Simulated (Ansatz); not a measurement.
Take Na3Sb (space group P6_3/mmc, No. 194; a = 5.312 Å, c = 9.453 Å) as the base. Axes: x lies along a and z along c of the hexagonal cell.

Method: DFT with PBEsol, PAW potentials and a 420 eV plane-wave cutoff in Ansatz (a quantum-chemistry and plane-wave program), no spin-orbit coupling.

Strains are applied to the cell and any free atomic positions relax.

One change was made to it. Results:

```csv
quantity,base,after
"pressure (mean of the normal stresses, compression positive)",0.0 kbar,-1.4 kbar
band gap,0.43 eV,0.40 eV
energy relative to the base (free energy F),0 meV/atom,+0.2 meV/atom
```

Q: Which change produced these results?
A. uniaxial strain ε_zz = +3.00 %
B. uniaxial strain ε_zz = +2.25 %
C. uniaxial strain ε_zz = +0.75 %

A: C, uniaxial strain ε_zz = +0.75 %. For comparison, the band gap in the other runs: uniaxial strain ε_zz = +2.25 % gives 0.34 eV; uniaxial strain ε_zz = +3.00 % gives 0.31 eV.

With Sb present, leaving out spin-orbit coupling can change the band edges. Whether these cells are dynamically stable was not tested.
